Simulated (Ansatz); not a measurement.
The starting structures come from a database of crystals and need not be the phases stable at ambient conditions.

Where the default PAW files enter, the runs use the earlier of Ansatz's two default sets.

The decay constant κ of evanescent states in the gap governs leakage through a thin film.

```xyz
4
Lattice="3.8823 0.0000 0.0000 0.0000 3.8823 0.0000 0.0000 0.0000 3.8823" Properties=species:S:1:pos:R:3 pbc="T T T"
W      0.0000     0.0000     0.0000
O      0.0000     0.0000     1.9412
O      1.9412     0.0000     0.0000
O      0.0000     1.9412     0.0000
```

Space group of this cell: Pm-3m, ReO3 type. The cell is strained (all lengths scaled by 1.02); by PBEsol its mean pressure is -13.8 GPa.

Transport runs along the normal of the first two printed cell vectors, the (001) plane of the conventional cell.

The gap is the functional's own. No spin-orbit coupling. Mid-gap values are those at the computed energy nearest the middle.

### Question
Compute, with PBEsol in Ansatz (a quantum-chemistry and plane-wave program), the band gap and the smallest decay constant κ at mid-gap.

### Answer
Gap 0.51 eV on a 8×8×8 mesh; κ = 0.091 1/Å, at the zone centre.
